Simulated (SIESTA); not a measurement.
Input and output of a self-consistent single point for BiSe2 (C2/m, 12 atoms in the cell) (SIESTA).

Level of theory: GGA PBEsol, numerical atomic orbitals TZP, PseudoDojo PBEsol standard norm-conserving potentials (rewritten from UPF to PSML) (SIESTA).

```yaml
crystal:
  lattice:
    - [8.39742, -2.09625, 0.00000]
    - [8.39742, 2.09625, 0.00000]
    - [-7.45869, 0.00000, 9.88634]
  atoms:
    - { symbol: Bi, position: [0.69579, 0.69579, 0.08788] }
    - { symbol: Bi, position: [0.30421, 0.30421, 0.91212] }
    - { symbol: Bi, position: [0.38602, 0.38602, 0.59511] }
    - { symbol: Bi, position: [0.61398, 0.61398, 0.40489] }
    - { symbol: Se, position: [0.03599, 0.03599, 0.94183] }
    - { symbol: Se, position: [0.96401, 0.96401, 0.05817] }
    - { symbol: Se, position: [0.91442, 0.91442, 0.45231] }
    - { symbol: Se, position: [0.08558, 0.08558, 0.54769] }
    - { symbol: Se, position: [0.65726, 0.65726, 0.84092] }
    - { symbol: Se, position: [0.34274, 0.34274, 0.15908] }
    - { symbol: Se, position: [0.20778, 0.20778, 0.34534] }
    - { symbol: Se, position: [0.79222, 0.79222, 0.65466] }
```

Reference input (self-consistent single point, DFT, GGA PBEsol, numerical atomic orbitals TZP, PseudoDojo PBEsol standard norm-conserving potentials (rewritten from UPF to PSML)): XC.functional = GGA; XC.authors = PBEsol; potentials = PseudoDojo PBEsol standard; PAO.BasisSize = TZP; PAO.EnergyShift = 0.01 Ry; MeshCutoff = 300 Ry; kgrid.MonkhorstPack = 5 5 2; OccupationFunction = MP; OccupationMPOrder = 0; ElectronicTemperature = 10 meV; MaxSCFIterations = 150; SCF.Mixer.Method = Pulay. This run's input differs from it in these lines:

```diff
@@ -38,5 +38,5 @@
 %block kgrid.MonkhorstPack
-    5   0   0  0.0
-    0   5   0  0.0
-    0   0   2  0.0
+    9   0   0  0.0
+    0   9   0  0.0
+    0   0   4  0.0
 %endblock kgrid.MonkhorstPack
```

Output (repeated stretches shortened):

```
        iscf     Eharris(eV)        E_KS(eV)     FreeEng(eV)     dDmax    Ef(eV) dHmax(eV)
   scf:    1   -35250.399012   -35239.728863   -35239.728863  0.877974 -3.186078  5.680739
   scf:    2   -35244.286410   -35242.302476   -35242.302476  0.034798 -3.322740  3.208944
   scf:    3   -35243.565892   -35243.143650   -35243.143650  0.032662 -3.691928  0.984018
   scf:    4   -35243.289721   -35243.221059   -35243.221059  0.013632 -3.543123  0.511569
   scf:    5   -35243.266934   -35243.247908   -35243.247908  0.013034 -3.415366  0.072683
   scf:    6   -35243.249495   -35243.248826   -35243.248826  0.001741 -3.440460  0.037014
   scf:    7   -35243.249076   -35243.249000   -35243.249000  0.001172 -3.459276  0.012217
   scf:    8   -35243.249062   -35243.249038   -35243.249038  0.000269 -3.463341  0.007016
   scf:    9   -35243.249054   -35243.249048   -35243.249048  0.000299 -3.467812  0.004952
   scf:   10   -35243.249050   -35243.249049   -35243.249049  0.000119 -3.468501  0.001105
   scf:   11   -35243.249050   -35243.249049   -35243.249049  0.000040 -3.468843  0.000413
SCF Convergence by DM+H criterion
max |DM_out - DM_in|         :     0.0000400440
max |H_out - H_in|      (eV) :     0.0004128493
SCF cycle converged after 11 iterations

Using DM_out to compute the final energy and forces

siesta: E_KS(eV) =           -35243.2490

siesta: E_KS - E_eggbox =    -35243.2490

siesta: Atomic forces (eV/Ang):
     1   -0.231400   -0.000000    0.456072
     2    0.231400    0.000000   -0.456072
     3    0.208083   -0.000000    0.573397
     4   -0.208083   -0.000000   -0.573397
     5    1.219302    0.000000   -0.865391
     6   -1.219302    0.000000    0.865391
     7   -1.382864   -0.000000   -0.796048
     8    1.382864   -0.000000    0.796048
     9   -0.002949    0.000000   -0.558678
    10    0.002949    0.000000    0.558678
    11   -0.023086   -0.000000   -0.586724
   [... lines left out ...]
siesta: FreeEng =    -35243.249049
   [... lines left out ...]
siesta:    -0.010285    0.000000    0.000510
siesta:    -0.000000    0.009924   -0.000000
siesta:     0.000510    0.000000   -0.003207

siesta: Cell volume =        348.059120 Ang**3

siesta: Pressure (static):
siesta:                Solid            Molecule  Units
siesta:           0.00001295          0.00066546  Ry/Bohr**3
siesta:           0.00118947          0.06109961  eV/Ang**3
siesta:           1.90574620         97.89236868  kBar
```

The run converged in 11 iterations. Against the reference run the free energy drops by 2.0 meV/atom, the pressure hardly changes (0.21 to 0.19 GPa), the largest force goes from 1.584 to 1.596 eV/Å and the gap on the mesh goes from 0.781 to 0.757 eV.

The starting cell comes from a database of computed structures (which also holds hypothetical and non-ambient phases and stackings), without a prior relaxation at this level. Spin-orbit coupling is off. Values carry the incompleteness of an atom-centred basis. Forces in this geometry exceed 1 eV/Å. Another mesh or the band path of this cell gives a smaller gap, so this value is not converged in the mesh.

Cost on one core of a shared machine: roughly 6 min.
